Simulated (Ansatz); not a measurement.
The reference is LuI$_{3}$ in the ReO3 type structure (space group Pm-3m, No. 221; a = 5.8438 Å; a hypothetical phase, not in the database extracts checked). Axes: x, y, z lie along the cube axes.

The values are results of Ansatz (a program for electronic structure), PBEsol, PAW, cutoff 420 eV, without spin-orbit coupling, not measurements.

Before the change:

The smallest direct gap is 2.66 eV.

Modification: tensile biaxial strain of 4.68 % in the plane normal to [001], as in epitaxy on a mismatched substrate; the out-of-plane cell vector and the atoms relax.

Q: Predict the new smallest direct gap.

A: The smallest direct gap falls by 0.03 eV, from 2.66 eV to 2.63 eV.

Q: Predict the new ratio −ε⊥/ε∥.

A: The ratio −ε⊥/ε∥ is 0.17.

With I present, leaving out spin-orbit coupling can change the band edges. Stability against distortions was not tested.
